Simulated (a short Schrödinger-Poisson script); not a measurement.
Stack: gated Al0.2Ga0.8As/GaAs δ-doped gas, at 20 K.

```tsv
layer	material	thickness (nm)	Na (cm⁻³)
1	Al0.2Ga0.8As	8	-
2	Al0.2Ga0.8As	20	-
3	GaAs	6000	1e14
```

The device is made up for the run: typed textbook-type constants, with dimensions and the other settings drawn at random. Al0.2Ga0.8As: permittivity 12.33, conduction-band edge (eV) 0.158, gap (eV) 1.673, electron mass (mₑ) 0.0836, Nv at 300 K (cm⁻³) 9e18. GaAs: permittivity 12.9, conduction-band edge (eV) 0, gap (eV) 1.424, Nv at 300 K (cm⁻³) 9e18.

Channel valleys (confinement mass, in-plane density-of-states mass, number): Γ 0.067, 0.067, 1. At the gate the conduction-band edge of layer 1 lies 0.91 eV − eVg above the Fermi level of the channel; the field vanishes at the back. Sheet of ionised δ-doping: +2.9e12 e/cm² at 8 nm from the gate. The barrier under the gate holds no holes. Gaps are held at their typed values at every temperature. Mesh 0.08 nm at interfaces.

Solved with a short Schrödinger-Poisson script written for these runs: 1D Poisson equation in equilibrium, electrons quantum, Hartree plus LDA exchange-correlation (BenDaniel-Duke, 40 states a valley, the channel's in-plane mass for all, wave functions free to enter the barrier), parabolic valleys, classical holes, full ionisation, no traps, pinning or gate leakage.

The same stack at other levels of the model or other numerical settings:

| run | sheet density of all electrons at Vg = 0.5 V (cm⁻²) | capacitance at Vg = 0.5 V (μF/cm²) | centroid of the channel electrons at Vg = 0.5 V (nm) | gate voltage at 1e11 electrons/cm² (V) | rough cost against the base |
|---|---|---|---|---|---|
| base | 1.14e11 | 0.309 | 9.74 | 0.50 | about 1 |
| electrons treated as classical, Boltzmann | 1.48e11 | ? | 1.66 | 0.49 | 0.04 |
| electrons treated as classical, Fermi-Dirac | 1.22e11 | 0.310 | 5.02 | 0.49 | 0.2 |
| electrons treated as quantum, Hartree | 1.04e11 | ? | ? | 0.50 | about 1 |
| mesh six times as coarse | 1.14e11 | 0.309 | 9.72 | 0.50 | 0.3 |
| one subband a valley | 1.14e11 | 0.309 | 9.73 | 0.50 | 0.3 |

Question: Complete the blanks.

Answer: 
- electrons treated as quantum, Hartree, capacitance at Vg = 0.5 V (μF/cm²): 0.298
- electrons treated as classical, Boltzmann, capacitance at Vg = 0.5 V (μF/cm²): 0.372
- electrons treated as quantum, Hartree, centroid of the channel electrons at Vg = 0.5 V (nm): 10.25

The classical rows ignore confinement, and Boltzmann statistics overrate the density once the band edge passes the Fermi level.
